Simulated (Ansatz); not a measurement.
# LiF (model structure, P6₃/mmc, No. 194, 4 atoms in the cell): properties by level of theory

```json
[
 {"level (code)": "PBE (Ansatz)", "lattice parameter a (Å)": "3.330", "c axis length (Å)": "…", "cohesive energy (eV/atom)": "4.33"},
 {"level (code)": "PBEsol (Ansatz)", "lattice parameter a (Å)": "…", "c axis length (Å)": "…", "cohesive energy (eV/atom)": "4.46"},
 {"level (code)": "PBE-D3(BJ) (Ansatz)", "lattice parameter a (Å)": "3.280", "c axis length (Å)": "4.032", "cohesive energy (eV/atom)": "4.48"},
 {"level (code)": "r²SCAN (Ansatz)", "lattice parameter a (Å)": "3.280", "c axis length (Å)": "3.997", "cohesive energy (eV/atom)": "…"}
]
```

**Question.** Complete the blanks.

**Answer.** 
- PBE (Ansatz, a quantum-chemistry and plane-wave program), c axis length (Å): 4.093
- PBEsol (Ansatz), lattice parameter a (Å): 3.296
- PBEsol (Ansatz), c axis length (Å): 4.014
- r²SCAN (Ansatz), cohesive energy (eV/atom): 4.38

Ansatz's density-functional and Hartree–Fock values are scalar-relativistic unless marked +SOC, with PAW data made under PBE.

Free atoms are spin-polarised, in the lowest state found; at levels without +SOC their spin–orbit coupling is left out.

The computed numbers hold no vibrational or temperature effects.

A model structure was made by putting elements into a prototype or built by hand; it is no filed structure, need not be a known phase, and can be a saddle point held by its symmetry.
